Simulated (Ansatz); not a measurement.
Reference: ZnO (P6_3mc), r2SCAN with spin-orbit coupling, rigid bands (plane waves, PAW; Ansatz, a first-principles code); axes and stresses refer to this cell.

```xyz
4
Lattice="3.2299 0.0000 0.0000 -1.6150 2.7972 0.0000 0.0000 0.0000 5.2147" Properties=species:S:1:pos:R:3 pbc="T T T"
Zn     0.0000     1.8648    -0.0102
Zn     1.6150     0.9324     2.5972
O      0.0000     1.8648     1.9657
O      1.6150     0.9324     4.5730
```

* **hole mass along z**: 2.8 mₑ
* **electron conductivity mass**: 0.21 mₑ
* **Seebeck coefficient, p-type 1e19 cm⁻³**: 432 μV/K

### Question
After one change the values are hole mass along z 3.3 mₑ; electron conductivity mass 0.20 mₑ; Seebeck coefficient, p-type 1e19 cm⁻³ 431 μV/K. Which change was made?
A. biaxial stress in the c plane of -6.6 GPa (compression positive)
B. hydrostatic pressure of 4.4 GPa (compression positive)
C. uniaxial stress along a of 4.4 GPa (compression positive)
D. biaxial stress in the c plane of 6.6 GPa (compression positive)

### Answer
A, biaxial stress in the c plane of -6.6 GPa (compression positive)

Masses are for dilute carriers at 300 K, harmonic means over directions unless an axis is named. Seebeck coefficients are for the stated density at 300 K, with one relaxation time for all states and whether or not that doping can be reached. Stresses and pressures are the targets of the relaxation.  The structure type is held under load, also where the real crystal would transform.
